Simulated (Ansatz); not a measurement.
An Ansatz (a program for electronic structure) run: TiAl with a change (uniaxial strain ε_zz = −1.50 %); PBE in Ansatz (plane waves to 420 eV, PAW, scalar-relativistic without spin-orbit coupling).

Input:

Ansatz 0.2 input:
```yaml
crystal:
  lattice:
    - [2.8240742126, 0, 0]
    - [0, 2.8240742126, 0]
    - [0, 0, 4.0136316862]
  atoms:
    - { symbol: Ti, position: [0, 0, 0] }
    - { symbol: Al, position: [0.5, 0.5, 0.5] }
basis: { ecutwfc: 420, ecutrho_ratio: 4, xc_grid: 2, fft_grid_basis: typed }
kpoints: { mp_grid: { grid: [20, 20, 14] } }
hamiltonian:
  xc: pbe
  dispersion: none
  pseudopotentials: { kind: paw }
scf: { occupations: { method: fermi_dirac, width: 0.1 }, convergence: { dr2_threshold: 0.0000000002 } }
relax: { f_tol: 0.005, max_steps: 50 }
output: { forces: true, stress: true }
checkpoint: { write: state.ck, write_every: 1000 }
```

Output (explanatory and most iteration lines left out):

```
Relaxation: its limit of steps is 50 (relax.max_steps)
Pseudopotential: Ti, paw, valence charge 12
Pseudopotential: Al, paw, valence charge 3
Crystal: 2 atoms, lattice volume = 32.010 Å³
Basis set: ecut = 420 eV, 633 PW (Γ), exchange–correlation on 40×40×54 points (8 copies of the dense FFT grid, shifted against one another)
Bands: 12, of which v1, the nominal top of the filled ones, is band 8 counted from 1 (7 counted from 0)
Symmetry: 16 space group operations
Space group: P4/mmm (ITA 123), of the structure as read, at distance tolerance 3.2e-5 Å
k-points: 528 of 5600
Functional: x = pbe(κ = 0.804, μ = 0.2195149727645171), c = pbe(β = 0.06672455060314922)
SCF iter   1: F=—  HF=-3038.006544 eV  |F-HF|=—  |Δ(HF+E_count)|=         —  Δρ=3.17e-3  dr2=3.49e-3  ethr=1.77e-3  ⟨swp⟩=5.0  Hψ=31952  notcnv=0
SCF iter   2: F=—  HF=-3038.006232 eV  |F-HF|=—  |Δ(HF+E_count)|=   3.12e-4  Δρ=1.99e-3  dr2=1.77e-3  ethr=2.33e-5  ⟨swp⟩=1.0  Hψ=10564  notcnv=0
SCF 1 converged in 7 iterations: F = -3038.006110 eV  dr2 = 2.35e-12
relax step   1: F+E_penalty+E_count = -3038.00610965 eV  Δ(F+E_penalty+E_count) = +0.000e0 eV  max|allowed force component| = 2.095e-31 eV/Å  Δτ_max = 0.0000 Å  (7 SCF iters, accepted)
SCF converged after 7 iterations
Free energy (F): -3038.006110 eV
Internal energy: -3037.947123 eV  (E = F + TS)
E sigma→0 (E₀):  -3037.976616 eV
Entropy (-TS):   -0.058987 eV (-29.494 meV/atom)
Fermi energy:    11.177973 eV
--- Forces (eV/Å), atoms counted from 1 ---
  atom   1  Ti    -0.00000000    -0.00000000     0.00000000
  atom   2  Al     0.00000000     0.00000000     0.00000000
--- Stress (GPa, compression-positive) ---
        1.334266       0.000000       0.000000
        0.000000       1.334266       0.000000
        0.000000       0.000000       2.575388
  P = ⅓ Tr σ = 1.7480 GPa (17.480 kbar)
--- Relaxed structure (1 steps of the walk, 1 accepted, 0 SCFs on fresh bases) ---
  atoms:
    - { symbol: Ti, position: [0.0, 0.0, 0.0] }
    - { symbol: Al, position: [0.5, 0.5, 0.5] }
```

No phonon test of stability was made. The final runs are not spin-polarised. The cell was made from TiAl (space group P4/mmm, No. 123) by this change: uniaxial strain ε_zz = −1.50 %.
